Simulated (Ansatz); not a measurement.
Worked example: self-consistent single point of Hf (Fm-3m, 1 atom in the cell) in Ansatz (a first-principles code).

Level of theory: LDA (PW92), default PAW files made with PBE (plane waves; Ansatz).

```
Hf
1.0
    0.00000     2.24644     2.24644
    2.24644     0.00000     2.24644
    2.24644     2.24644     0.00000
Hf
1
Direct
  0.00000   0.00000   0.00000
```

Reference input (self-consistent single point, DFT, LDA (PW92), plane waves, default PAW files made with PBE): basis.ecutwfc = 420 eV; kpoints.mp_grid.grid = 13 13 13; hamiltonian.xc = lda; hamiltonian.pseudopotentials = {kind: paw} (the program's default PAW files); scf.occupations.method = fermi_dirac; scf.occupations.width = 0.1 eV. This run's input differs from it in these lines:

Ansatz 0.2 input:
```diff
@@ -10,3 +10,3 @@
 kpoints:
-  mp_grid: { grid: [13, 13, 13] }
+  mp_grid: { grid: [21, 21, 21] }
 hamiltonian:
@@ -15,3 +15,3 @@
 scf:
-  occupations: { method: fermi_dirac, width: 0.1 }
+  occupations: { method: cold, width: 0.1 }
 output:
```

Output (repeated stretches shortened):

```
SCF iter   1: F=—  HF=-15476.736506 eV  |F-HF|=—  |Δ(HF+E_count)|=         —  Δρ=3.98e-3  dr2=1.52e-3  ethr=1.77e-3  ⟨swp⟩=4.8  Hψ=20509  notcnv=0
all-band conjugate gradients solve this SCF's bands
preconditioner: auto → none
SCF iter   2: F=—  HF=-15476.736343 eV  |F-HF|=—  |Δ(HF+E_count)|=   1.62e-4  S|Δr|=    0.00e0  Δρ=2.42e-3  dr2=6.16e-4  ethr=5.83e-6  ⟨swp⟩=2.0  Hψ=9518  notcnv=0
SCF iter   3: F=—  HF=-15476.736369 eV  |F-HF|=—  |Δ(HF+E_count)|=   2.58e-5  S|Δr|=    0.00e0  Δρ=8.97e-4  dr2=7.66e-5  ethr=2.37e-6  ⟨swp⟩=2.1  Hψ=6737  notcnv=0  defer=4
SCF iter   4: F=—  HF=-15476.736382 eV  |F-HF|=—  |Δ(HF+E_count)|=   1.27e-5  S|Δr|=    0.00e0  Δρ=4.58e-5  dr2=1.34e-7  ethr=2.95e-7  ⟨swp⟩=2.9  Hψ=8575  notcnv=0  defer=5
SCF iter   5: F=-15476.736382 eV  HF=-15476.736382 eV  |F-HF|=6.47e-8  |Δ(HF+E_count)|=   2.41e-7  S|Δr|=    0.00e0  Δρ=1.15e-5  dr2=2.46e-8  ethr=3.85e-10  ⟨swp⟩=6.9  Hψ=25976  notcnv=0
SCF 1 converged in 5 iterations: F = -15476.736382 eV  dr2 = 2.46e-8
Stability not checked (fill_not_monotonic)
Free energy (F): -15476.736382 eV
Internal energy: -15476.737159 eV  (E = F + TS)
E sigma→0 (E₀):  -15476.736641 eV
Entropy (-TS):   0.000778 eV (0.778 meV/atom)
Fermi energy:    19.105358 eV
--- Forces (eV/Å), atoms counted from 1 ---
  atom   1  Hf     0.00000000    -0.00000000     0.00000000
--- Stress (GPa, compression-positive) ---
       -8.881720      -0.000000       0.000000
       -0.000000      -8.881720      -0.000000
       -0.000000      -0.000000      -8.881720
  P = ⅓ Tr σ = -8.8817 GPa (-88.817 kbar)
  The stress holds the Pulay correction. Without it, at fixed plane waves, as pw.x and ABINIT print it: P = -8.9121 GPa
```

The run converged in 5 iterations. Against the reference run the free energy rises by 24.8 meV/atom and the pressure goes from -8.63 to -8.88 GPa.

The starting cell comes from a database of computed structures (which also holds hypothetical and non-ambient phases and stackings), without a prior relaxation at this level. Its lattice was rescaled by up to half a per cent. With a pressure of about -9 GPa the cell is away from its equilibrium volume at this level. Ansatz's pressure includes its estimate of the finite-basis (Pulay) stress.
